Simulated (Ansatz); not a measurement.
**Response to strain in Pt**

Take Pt in the fcc (Cu type) structure (space group Fm-3m, No. 225; a = 3.942 Å; relaxed with 0.1 eV smearing) as the base. Axes: x, y, z lie along the cube axes.

Strains are applied to the cell and any free atomic positions relax; under biaxial strain the out-of-plane vector relaxes too.

Computed with r2SCAN (Ansatz, an electronic-structure program), no spin-orbit coupling.

```tsv
biaxial strain, plane normal [111], relaxed out of plane (%)	out-of-plane strain (%)
-2.5	3.20
-2.08	2.64
-1.67	?
-1.25	1.56
-0.83	1.03
-0.42	0.52
0	0.00
```

Fit ε⊥ = −νε + γε² (strains in %) to the rows shown and predict the withheld row.

Least squares on the printed values gives ν = 1.22 (the biaxial Poisson response) and γ = 0.024 (largest residual 0.00 %); this predicts 2.10 %, and the run gives 2.11 %, in agreement.

Stability against distortions was not tested. All final runs are without spin polarisation.
